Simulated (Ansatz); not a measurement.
Results of r²SCAN (PAW; Ansatz, a quantum-chemistry and plane-wave program) for cubic perovskite TlMnCl3.

Settings: plane-wave cutoff 560 eV, 8×8×8 k mesh, Fermi–Dirac smearing 0.01 eV, spin-polarised start, scalar-relativistic PAW data made under PBE.

Energies at three volumes about the minimum:

| V (Å³/atom) | E − E_lowest (meV/atom) |
|---|---|
| 24.843 | 1.30 |
| 25.350 | 0.00 |
| 25.856 | 1.21 |

**Question.** Fit a parabola by hand: where is the minimum, what lattice constant follows, and what is the bulk modulus?

**Answer.** Slopes: (0.00 − 1.30)/(25.350 − 24.843) = -2.564 and (1.21 − 0.00)/(25.856 − 25.350) = 2.391 meV/Å³. Curvature E″ = 2 × (2.391 − (-2.564))/(25.856 − 24.843) = 9.783 meV/Å⁶. From the middle of the first interval, the slope vanishes at V0 = 25.0965 − (-2.564)/9.783 = 25.359 Å³/atom. B = V0 E″ = 25.359 × 9.783 meV/Å³ × 0.1602 GPa per meV/Å³ = 39.7 GPa. With 5 atoms in the cube, a = (5 × 25.359)^(1/3) = 5.024 Å. The full Birch–Murnaghan fit to all volumes gives V0 = 25.349 Å³/atom and B0 = 39.6 GPa.

Note: the magnetic order was assumed, not searched for or taken from measurement; the relaxation could not lower the start's symmetry, so the cell can be a saddle point above a distorted one.
